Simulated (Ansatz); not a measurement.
**A constructed model of the (0001) surface of hcp Ti, (√3x√3)R30° surface alloy, In on one Ti site of the top plane (bottom of the slab: a bare face, its two planes held)**

The numbers are results of PBE (plane waves to 420 eV, PAW; Ansatz, a quantum-chemistry and plane-wave program), not measurements.

Slab: 18 atoms, 11.6 Å thick at the start; k 9x9x1, smearing 0.1 eV, dipole-corrected; 6 atoms held, the rest relaxed; start symmetry kept, larger cells not searched; no spin, no spin-orbit, no U. It is one candidate, not shown to be the stable structure of the face.

The work function of the top face is 4.40 eV, the energy released by relaxation comes out as 0.33 eV and the cost is very roughly 8 core-minutes.
